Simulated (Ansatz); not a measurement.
Hypothetical zinc blende TlBr, alloy series

The reference is TlBr in the zinc blende structure (space group F-43m, No. 216; a = 7.502 Å; a hypothetical phase, not in the database extracts checked).

The other end (x = 1) is TlF in the zinc blende structure (space group F-43m, No. 216; a hypothetical phase, not in the database extracts checked): 29.21 Å³/atom, gap 3.19 eV; this end may not be an ambient phase.

F replaces a fraction x of Br; each row is one arrangement (x, atoms in the cell, starting space group or random), fully relaxed.

Computed with PBE (Ansatz, a quantum-chemistry and plane-wave program; PAW; 420 eV plane waves; no SOC).

Notes on the quantities. deviation of the volume from the linear: Vegard-type) interpolation; bowing parameter b of this ordering: Eg = [1−x] Eg[0] + x Eg[1] − b x [1−x]; mixing energy: against an end that may be hypothetical.

| case | deviation of the volume from the linear | bowing parameter b of this ordering | mixing energy | shortest interatomic distance |
|---|---|---|---|---|
| base | – | – | – | 3.248 Å |
| x(F) = 0.25, 8 atoms, Pmm2 | -23.4 % | 5.8 eV | -31 meV/atom | 2.624 Å |
| x(F) = 0.25, 8 atoms, P-43m | -3.7 % | 1.4 eV | +9 meV/atom | 2.700 Å |
| x(F) = 0.5, 4 atoms, R3m | -7.9 % | 1.9 eV | +32 meV/atom | 2.715 Å |
| x(F) = 0.5, 4 atoms, P-4m2 | -5.9 % | 3.4 eV | ? | ? |
| x(F) = 0.667, 6 atoms, Imm2 | -21.6 % | 3.6 eV | -31 meV/atom | 2.715 Å |
| x(F) = 0.75, 8 atoms, I-42m | ? | 3.2 eV | +4 meV/atom | 2.660 Å |

### Question
What belongs in the blanks?

### Answer

- x(F) = 0.5, 4 atoms, P-4m2, mixing energy: +13 meV/atom
- x(F) = 0.5, 4 atoms, P-4m2, shortest interatomic distance: 2.693 Å
- x(F) = 0.75, 8 atoms, I-42m, deviation of the volume from the linear: -5.4 %

These are small ordered cells, not random alloys; other orderings at the same x differ. With Tl present, leaving out spin-orbit coupling can change the band edges. Whether these cells are dynamically stable was not tested. Under x(F) = 0.25, 8 atoms, Pmm2 and x(F) = 0.667, 6 atoms, Imm2 the cell changed shape so far that it is another structure.
